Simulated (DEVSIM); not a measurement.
System: abrupt GaP n-p junction, at 300 K.

Layer 1 from the left is GaP, thickness (μm) 0.440, Nd (cm⁻³) 4.3e17, τn (s) 1.3e-6, τp (s) 1.3e-6. Layer 2 from the left is GaP, thickness (μm) 3.10, Na (cm⁻³) 1.3e16, τn (s) 1.3e-6, τp (s) 1.3e-6.

Left contact: ohmic. Right contact: ohmic. Voltage is applied to the left contact. Recombination: SRH at mid-gap, Auger. Mobility is μmin + (μ − μmin)/(1 + (N/Nref)^α).

This is a model device: material constants are rounded textbook-type values typed into the input, and sizes, dopings and lifetimes were drawn at random. Values at 300 K.

GaP: gap (eV) 2.26, affinity (eV) 3.8, permittivity 11.1, Nc (cm⁻³) 1.8e19, Nv (cm⁻³) 1.9e19, μn (cm²/Vs) 250, μp (cm²/Vs) 150, μn,min 10, μp,min 10, Nref,n 4.4e18, Nref,p 1e18, αn 0.8, αp 0.85, Cn (cm⁶/s) 1e-30, Cp (cm⁶/s) 1e-30.

Simulated with DEVSIM: 1D drift-diffusion, Boltzmann statistics, complete ionisation; no tunnelling, impact ionisation, image-force lowering or self-heating.

Dark forward current:

```
|V| (V)  |J| (A/cm²)
-------  -----------
0.70       1.492e-13
0.75       4.014e-13
0.80       1.081e-12
0.85       2.916e-12
0.90       7.875e-12
0.95       2.131e-11
1.00       5.776e-11
1.05       1.571e-10
1.10       4.293e-10
1.15        1.185e-9
1.20        3.337e-9
1.25        9.826e-9
1.30        3.167e-8
1.35        1.193e-7
1.40        5.492e-7
1.45        3.029e-6
1.50        1.876e-5
1.55       0.0001234
1.60       0.0008328
1.65        0.005686
1.70         0.03897
1.75          0.2668
1.80           1.798
1.85           11.19
1.90           55.05
1.95           193.5
```

Question: Work out the local ideality factor n = ΔV / (kT/q · ln(J2/J1)) between the rows 0.70 and 0.75 V, 1.65 and 1.70 V, 1.90 and 1.95 V.

Answer: kT/q = 25.85 mV. From 0.70 to 0.75 V: ln(4.014e-13/1.492e-13) = 0.990, n = 1.95, near the 2 of recombination in the depletion region. From 1.65 to 1.70 V: ln(0.03897/0.005686) = 1.925, n = 1.00, near the 1 of diffusion or emission over a barrier. From 1.90 to 1.95 V: ln(193.5/55.05) = 1.257, n = 1.54.

Question: Estimate the current at 1.65 V from the Shockley equation with J0 = Σ q ni² D/(N L) coth(W/L), τ joining the SRH, radiative and Auger lifetimes that are on, and W taken as the whole layer.

Answer: ni² = 3.67 cm⁻⁶; holes in the n layer: μ = 104 cm²/Vs, D = 2.69 cm²/s, τ = 1.05e-6 s, L = 16.8 μm, W/L = 0.026, term 8.37e-32 A/cm²; electrons in the p layer: μ = 248 cm²/Vs, D = 6.40 cm²/s, τ = 1.30e-6 s, L = 28.9 μm, W/L = 0.11, term 9.38e-31 A/cm². J0 = 1.02e-30 A/cm², and J = J0 exp(qV/kT) = 0.00537 A/cm². The simulation gives 0.00569 A/cm²; the estimate lies 5.5 % below. The estimate leaves out recombination in the depletion region and that region's share of W.
